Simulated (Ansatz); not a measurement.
H on the 1x1 (110) surface of bcc Mo, one in a 2x1 cell, energies for each (14.1 Å²). Energies are against ½ H2(g), without zero-point or thermal terms; each row is named by its start.

The numbers are results of PBE (plane waves to 420 eV, PAW; Ansatz, a first-principles code), not measurements.

Slab: 9 atoms, 6.5 Å thick at the start under the adsorbate (thin: gaps and levels are the slab's own); k 6x12x1, smearing 0.1 eV, dipole-corrected; 4 atoms held, the rest relaxed; each run with such symmetry as its start has; no spin, no spin-orbit, no U, no dispersion correction.

A negative adsorption energy means that the adsorbate is more stable on the surface than in its reference. Heights count from the host atoms within 0.3 Å of the top one.

```csv
starting site,E_ads (eV),height (Å),nearest host atom (Å),bonded to,Δ work function (eV),lateral drift (Å)
top Mo,0.07,1.78,Mo 1.74,Mo,1.06,0.0
hollow Mo-Mo-Mo,-0.75,1.07,Mo 1.93,3 Mo,0.03,0.1
bridge Mo-Mo (span 2.7 Å),-0.66,1.38,Mo 1.90,2 Mo,0.23,0.0
bridge Mo-Mo (span 3.2 Å),-0.56,1.03,Mo 1.92,2 Mo,-0.04,0.0
```
